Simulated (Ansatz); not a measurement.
Functionals compared on the (111) surface of fluorite-type NiSi2 in its 1x1 cell (cut with top plane Si, bottom plane Si), outermost plane spacing 1.57 Å in the ideal cut (one of several cuts of this face), with 2 Si a cell over the bulk's ratio, in Ansatz (plane waves, PAW). The structure was relaxed with PBE; the other rows are single points on it. Cutoff 420 eV (500 eV for r2SCAN).

Set-up: 11 atoms, Ni3Si8, 11.0 Å thick at the start; mesh 11x11x1; 0.1 eV smearing; dipole correction on; all atoms relaxed; symmetry of the start imposed; no spin (magnetic order not tried), no spin-orbit, no U. These notes are the PBE run's.

```
functional  work function of the top face (eV)          rough cost of the single point
----------  ----------------------------------  --------------------------------------
PBE                                       5.14                                       –
LDA                                       5.28  about 17 core-seconds (a rough figure)
PBEsol                                    5.18  about 18 core-seconds (a rough figure)
RPBE                                      5.09  about 18 core-seconds (a rough figure)
r2SCAN                                    5.32            very roughly 40 core-seconds
```

Ansatz is a first-principles code.
